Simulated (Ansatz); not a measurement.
TaAl₃ (model structure, started from the A15 type, Pm-3n, No. 223, 8 atoms in the cell) was calculated with r²SCAN in Ansatz (plane waves, PAW).

Numerical settings: plane-wave cutoff 560 eV, 12×12×12 k mesh, Fermi–Dirac smearing 0.05 eV, scalar-relativistic PAW data made under PBE.

Cell (relaxed at this level):

Al$_{3}$Ta has the cubic space group Pm-3n (No. 223), the A15 (Cr3Si type) structure, Pearson symbol cP8. Conventional cell: a = b = c = 5.095 Å, α = β = γ = 90.00°. Al on 6c is surrounded by 2 Al at 2.548 Å and 4 Ta at 2.848 Å. Ta on 2a has 12 Al at 2.848 Å. (Neighbours: up to the widest gap in distance over summed covalent radii, below 1.35, at either atom.)

Q: Estimate the bulk modulus that the calculation returns.

A: 
- bulk modulus: 128 GPa

The run finds no gap.

Note: the bulk modulus is −V dP/dV from two relaxed cells at ±2 % in volume; the relaxation could raise the start's symmetry but not lower it, so the cell can be a saddle point.

Spin–orbit coupling is not included.

Computed values are for the static lattice.

Computing time: about 3 core-minutes (a rough figure).

A model structure was made by putting elements into a prototype or built by hand; it is no filed structure, need not be a known phase, and can be a saddle point held by its symmetry.

Ansatz is a quantum-chemistry and plane-wave program.
